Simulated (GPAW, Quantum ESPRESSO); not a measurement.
A Quantum ESPRESSO input for a self-consistent single point of InP (F-43m, 2 atoms in the cell) (DFT, PBEsol, plane waves, SSSP 1.1.2 efficiency (PBE) pseudopotentials):

```fortran
&CONTROL
  calculation = 'scf'
  prefix = 'inp'
  outdir = './out'
  pseudo_dir = './'
  tprnfor = .true.
  tstress = .true.
/
&SYSTEM
  ibrav = 0
  nat = 2
  ntyp = 2
  ecutwfc = 55
  ecutrho = 440
  occupations = 'smearing'
  smearing = 'fermi-dirac'
  degauss = 0.00147
  input_dft = 'pbesol'
/
&ELECTRONS
  conv_thr = 1.0d-10
  mixing_beta = 0.7
/
ATOMIC_SPECIES
In   114.8180  In.pbe-dn-rrkjus_psl.0.2.2.UPF
P     30.9738  P.pbe-n-rrkjus_psl.1.0.0.UPF
ATOMIC_POSITIONS {crystal}
In    0.00000000    0.00000000    0.00000000
P     0.25000000    0.25000000    0.25000000
K_POINTS {automatic}
7 7 7  0 0 0
CELL_PARAMETERS {angstrom}
   0.00000000     2.93500000     2.93500000
   2.93500000     0.00000000     2.93500000
   2.93500000     2.93500000     0.00000000
```

Question: Give the GPAW input for the same structure, mesh, smearing and functional.

Answer: This is the input that was run; spellings and numerical settings could be chosen otherwise.

```python
from ase import Atoms
from ase.units import GPa
from gpaw import GPAW, PW, FermiDirac

atoms = Atoms(['In', 'P'],
              cell=[[0.000000, 2.935000, 2.935000],
                    [2.935000, 0.000000, 2.935000],
                    [2.935000, 2.935000, 0.000000]],
              scaled_positions=[[0.000000, 0.000000, 0.000000],
                                [0.250000, 0.250000, 0.250000]],
              pbc=True)

calc = GPAW(mode=PW(600),
            xc='PBEsol',
            kpts=(7, 7, 7),
            occupations=FermiDirac(0.02),
            nbands=-4,
            convergence={'density': 1e-05, 'energy': 1e-05, 'bands': -2},
            symmetry={'symmorphic': False, 'tolerance': 0.0005},
            maxiter=150)

atoms.calc = calc

energy = atoms.get_potential_energy()
print('Energy (eV):', round(energy, 6))
forces = atoms.get_forces()
print('Forces (eV/Ang):')
print(forces.round(5))
stress = atoms.get_stress()
print('Stress (GPa, Voigt):', (stress / GPa).round(4))
```

Basis settings and potentials, where a program has them, do not carry over. This input uses DFT PBEsol, plane waves, GPAW PAW datasets PBEsol (made by gpaw-setup). Both were run: pressure 0.57 GPa in Quantum ESPRESSO and 0.04 in GPAW; gap on the mesh 0.587 eV in Quantum ESPRESSO and 0.586 in GPAW.

On Quantum ESPRESSO: the starting cell has typed, rounded lattice constants, without a prior relaxation at this level.

On GPAW: the starting cell has typed, rounded lattice constants, without a prior relaxation at this level.
